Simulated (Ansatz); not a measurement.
rock-salt ZrN (1 1 1) on anatase TiO2 (1 1 0) (film strained to the substrate, started from cuts of the bulks and a machine-learned relaxation; slabs O20Ti10 and N12Zr12, which can lie off the formulas)

A periodic stack without vacuum, rock-salt ZrN (1 1 1) on anatase TiO2 (1 1 0) (film strained to the substrate, started from cuts of the bulks and a machine-learned relaxation; slabs O20Ti10 and N12Zr12, which can lie off the formulas): substrate slab O20Ti10, film N12Zr12, surface cells [[0, -1], [1, 0]] and [[-2, 1], [-1, -1]], film strained by -4.5 and -0.5 %, outermost planes OTi/OTi and N/Zr as cut, which need not be the usual terminations and can put a slab off its formula.

The start was prepared with a machine-learned potential, and the result is one local minimum, with the in-plane cell held and forces under 0.04 eV/Å; the film can end far from its bulk form.

Level of theory: PBE (plane waves to 420 eV, PAW; Ansatz, a quantum-chemistry and plane-wave program). Scalar-relativistic, without spin–orbit coupling; the runs are not spin-polarised; PBE gaps are too small against experiment. Its k-point mesh 6×6×1, Fermi–Dirac width 0.05 eV.

* **interface area**: 26.1 Å²
* **period**: 25.91 Å
* **heights between the nearest atoms of the two slabs at the two interfaces**: 1.64 and 1.26 Å
* **Ti–Zr contacts across the interfaces within 1.22 times the sum of covalent radii**: 10, mean 3.38 Å
* **O–Zr contacts across the interfaces within 1.22 times the sum of covalent radii**: 7, mean 2.26 Å
* **N–Ti contacts across the interfaces within 1.22 times the sum of covalent radii**: 1, mean 2.12 Å
* **estimate of the barrier**: withheld, since the two interfaces are unlike
* **slope of the mean potential energy in the substrate**: +1.6 MV/cm × e

```
CELL_PARAMETERS angstrom
      5.37205     0.00027    -0.05008
      2.68598     4.85055     0.01251
     -1.36233     1.41570    25.93698
ATOMIC_POSITIONS crystal
  O  0.11023 0.87970 0.01459
  O  0.65029 0.40863 0.09267
  O  0.03733 0.59053 0.09352
  O  0.56740 0.09584 0.03190
  O  0.64768 0.90469 0.14544
  O  0.18432 0.37003 0.19858
  O  0.59543 0.54701 0.19819
  O  0.08315 0.05751 0.14351
  O  0.20410 0.85492 0.25079
  O  0.73235 0.33569 0.30319
  O  0.14476 0.50775 0.30315
  O  0.62143 0.02628 0.25084
  O  0.75345 0.81935 0.35471
  O  0.28143 0.30100 0.40672
  O  0.68641 0.48319 0.40794
  O  0.16545 0.98958 0.35646
  O  0.31551 0.81606 0.46533
  O  0.80456 0.25987 0.51418
  O  0.24747 0.45944 0.50967
  O  0.72868 0.94915 0.45928
  Ti 0.32816 0.48667 0.04892
  Ti 0.83011 0.98899 0.09837
  Ti 0.86810 0.46767 0.14846
  Ti 0.38420 0.95786 0.20131
  Ti 0.41530 0.43621 0.25197
  Ti 0.93862 0.92120 0.30393
  Ti 0.96136 0.40394 0.35539
  Ti 0.49086 0.88968 0.40659
  Ti 0.51222 0.36383 0.45889
  Ti 0.04770 0.86171 0.50930
  N  0.18283 0.78840 0.58909
  N  0.89651 0.41300 0.61054
  N  0.56570 0.06177 0.60906
  N  0.26791 0.37765 0.70449
  N  0.96785 0.02036 0.70569
  N  0.61338 0.72492 0.70521
  N  0.32318 0.00984 0.80363
  N  0.99086 0.67312 0.80424
  N  0.65776 0.33937 0.80429
  N  0.37535 0.63827 0.90927
  N  0.03793 0.29643 0.90914
  N  0.69045 0.98401 0.91042
  Zr 0.23367 0.06207 0.64218
  Zr 0.91559 0.72144 0.64449
  Zr 0.54914 0.39700 0.57746
  Zr 0.30799 0.68625 0.75177
  Zr 0.96257 0.35658 0.75141
  Zr 0.63117 0.03374 0.75080
  Zr 0.35415 0.31678 0.85775
  Zr 0.01171 0.99498 0.85795
  Zr 0.67649 0.65736 0.85742
  Zr 0.38590 0.95901 0.96604
  Zr 0.05198 0.62487 0.95116
  Zr 0.73603 0.26307 0.96501
```
